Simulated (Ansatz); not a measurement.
Start from Ba in the bcc (W type) structure (space group Im-3m, No. 229; a = 4.882 Å; relaxed with 0.1 eV smearing).

The values are results of Kohn–Sham DFT with the PBEsol functional, run in Ansatz (an electronic-structure program) with PAW and 420 eV plane waves, no spin-orbit coupling, not measurements.

Base values:

- Pressure = 0.0 GPa

Now apply this change: every lattice vector is stretched by 1.57 %, atoms relaxed at fixed cell.

Task: Predict the new energy relative to the base and pressure.

Result: The energy increases by 3.4 meV/atom; the pressure goes from zero to -0.4 GPa.

The cells carry an imposed strain or load. No phonon test of stability was made.
